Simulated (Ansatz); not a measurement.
Input:

End structure of SiCl3 on the (100) surface of germanium (p(2x2) alternately buckled dimers; a constructed slab, bottom: dihydride, held), one in a cell of 66 Å², started at the site 'top Ge #2':

```yaml
crystal:
  lattice:
    - [8.14587, 0.00000, 0.00000]
    - [0.00000, 8.14587, 0.00000]
    - [0.00000, 0.00000, 30.50000]
  atoms:
    - { symbol: Ge, position: [0.25000, 0.00000, 0.34812] }
    - { symbol: Ge, position: [0.75000, 0.00000, 0.34812] }
    - { symbol: Ge, position: [0.25000, 0.50000, 0.34812] }
    - { symbol: Ge, position: [0.75000, 0.50000, 0.34812] }
    - { symbol: Ge, position: [0.25000, 0.25000, 0.39534] }
    - { symbol: Ge, position: [0.75000, 0.25000, 0.39534] }
    - { symbol: Ge, position: [0.25000, 0.75000, 0.39534] }
    - { symbol: Ge, position: [0.75000, 0.75000, 0.39534] }
    - { symbol: Ge, position: [0.99798, 0.25025, 0.44210] }
    - { symbol: Ge, position: [0.50202, 0.24975, 0.44210] }
    - { symbol: Ge, position: [0.99798, 0.74975, 0.44210] }
    - { symbol: Ge, position: [0.50202, 0.75025, 0.44210] }
    - { symbol: Ge, position: [0.99146, 0.00000, 0.48903] }
    - { symbol: Ge, position: [0.50156, 0.00000, 0.48925] }
    - { symbol: Ge, position: [0.99844, 0.50000, 0.48925] }
    - { symbol: Ge, position: [0.50854, 0.50000, 0.48903] }
    - { symbol: Ge, position: [0.24559, 0.00000, 0.53304] }
    - { symbol: Ge, position: [0.74692, 0.00000, 0.53918] }
    - { symbol: Ge, position: [0.25355, 0.50000, 0.53336] }
    - { symbol: Ge, position: [0.75403, 0.50000, 0.53903] }
    - { symbol: Ge, position: [0.25660, 0.24917, 0.57928] }
    - { symbol: Ge, position: [0.74780, 0.25041, 0.58761] }
    - { symbol: Ge, position: [0.25660, 0.75083, 0.57928] }
    - { symbol: Ge, position: [0.74780, 0.74959, 0.58761] }
    - { symbol: Ge, position: [0.01133, 0.24211, 0.63076] }
    - { symbol: Ge, position: [0.48840, 0.26350, 0.63240] }
    - { symbol: Ge, position: [0.01133, 0.75789, 0.63076] }
    - { symbol: Ge, position: [0.48840, 0.73650, 0.63240] }
    - { symbol: Ge, position: [0.10049, 0.00000, 0.67546] }
    - { symbol: Ge, position: [0.41618, 0.00000, 0.67008] }
    - { symbol: Ge, position: [0.13678, 0.50000, 0.65716] }
    - { symbol: Ge, position: [0.43189, 0.50000, 0.68553] }
    - { symbol: H, position: [0.39806, 0.00000, 0.31517] }
    - { symbol: H, position: [0.10194, 0.00000, 0.31517] }
    - { symbol: H, position: [0.89806, 0.00000, 0.31517] }
    - { symbol: H, position: [0.60194, 0.00000, 0.31517] }
    - { symbol: H, position: [0.39806, 0.50000, 0.31517] }
    - { symbol: H, position: [0.10194, 0.50000, 0.31517] }
    - { symbol: H, position: [0.89806, 0.50000, 0.31517] }
    - { symbol: H, position: [0.60194, 0.50000, 0.31517] }
    - { symbol: Si, position: [0.48887, 0.00000, 0.74653] }
    - { symbol: Cl, position: [0.74070, 0.00000, 0.75605] }
    - { symbol: Cl, position: [0.39571, 0.20353, 0.77852] }
    - { symbol: Cl, position: [0.39571, 0.79647, 0.77852] }
```

Set-up: 44 atoms, 11.3 Å thick at the start with caps and adatoms under the adsorbate (thin: gaps and levels are the slab's own); mesh 3x3x1; 0.01 eV smearing; dipole correction on; 24 atoms held, the rest relaxed; symmetry of the start imposed; spin-polarised, ending with about 1.0 μB a cell, a value that depends on the mesh; orders that need a larger cell were not tried, no spin-orbit, no U, no dispersion correction. The slab shows no gap over 0.04 eV on its mesh. At the end it is bonded to Ge. In PBE it is, or lies within 0.03 eV of, the lowest of the starts that converged.

A negative adsorption energy means that the adsorbate is more stable on the surface than in its reference.

Problem. What change of the step from the bottom to the top vacuum level, against the clean slab does PBE run with Ansatz (a program for electronic structure) give?

Solution. 0.72 eV

Problem. Give the adsorption energy against SiCl4(g) − ½ Cl2(g) at the level PBE.

Solution. 1.18 eV
